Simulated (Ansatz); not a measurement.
Gaps of 5 crystals under uniaxial stress along [001]

Cells relaxed with PBEsol to the stress (compression positive), bands by PBEsol with spin-orbit coupling, rigid bands (plane waves, PAW; Ansatz, an electronic-structure program). The strain is along the load.

```tsv
Crystal	gap unloaded (eV)	tension (GPa)	strain (%)	gap (eV)	compression (GPa)	strain (%)	gap (eV)
diamond-structure Si (Fd-3m)	0.448	-1.00	0.81	0.398	1.00	-0.84	0.339
zincblende AlAs (F-43m)	1.247	-1.00	1.34	1.197	1.00	-1.43	1.142
rocksalt MgSe (Fm-3m)	1.636	-1.00	0.94	1.592	2.00	-1.63	1.559
zincblende ZnS (F-43m)	2.067	-1.00	1.67	2.020	2.00	-3.75	2.002
zincblende BeS (F-43m)	2.877	-2.00	1.60	2.805	1.00	-0.82	2.789
```

Q: Work out the change of the gap per unit strain on each side. Which crystal answers most strongly to tension, and does the size follow the gap?

A: 
| Crystal | tension (eV) | compression (eV) |
|---|---|---|
| Si (Fd-3m) | -6.2 | 13 |
| AlAs (F-43m) | -3.7 | 7.3 |
| MgSe (Fm-3m) | -4.7 | 4.7 |
| ZnS (F-43m) | -2.8 | 1.7 |
| BeS (F-43m) | -4.5 | 11 |

Strongest under tension, with those that 0.01 eV in the gaps can't tell from it: Si (Fd-3m), MgSe (Fm-3m), BeS (F-43m). The rank correlation of the size under tension with the unloaded gap is -0.50. In 5 of 5 crystals the two values differ in sign, which marks a turning point of the gap near zero load.

Gaps are resolved to about 0.01 eV, and the values are means up to the load shown; the lowest valley can differ between crystals and loads. Every relaxation keeps its starting phase, so transitions and fracture can't show.
